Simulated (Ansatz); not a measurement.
The starting structures come from a database of crystals and need not be the phases stable at ambient conditions.

Tunnelling through a barrier is set by its complex band structure: the current falls as exp(−2κd) with the smallest κ.

Here is the system:

```
CELL_PARAMETERS angstrom
      5.20259     0.00000     0.00000
      2.60129    11.07283    -0.02427
      2.60129    -0.60557     2.52983
ATOMIC_POSITIONS crystal
  Zn 0.00000 0.00000 0.00000
  Zn 0.00000 0.50000 0.50000
  Cl 0.37336 0.12664 0.62664
  Cl 0.87336 0.62664 0.12664
  Cl 0.62664 0.37336 0.87336
  Cl 0.12664 0.87336 0.37336
```

Space group of this cell: P4_2/nmc. The cell was relaxed by PBE-D3(BJ); by PBEsol its mean pressure is -1.0 GPa.

Transport runs along the normal of the first two printed cell vectors, the (111) plane of the conventional cell.

No gap correction and no spin-orbit coupling; mid-gap values are interpolated between computed energies.

### Question
Compute, with PBEsol run with Ansatz (a program for electronic structure), the band gap and the smallest decay constant κ at mid-gap.

### Answer
Gap 3.66 eV on a 12×12×12 mesh; κ = 0.309 1/Å, at the zone centre.
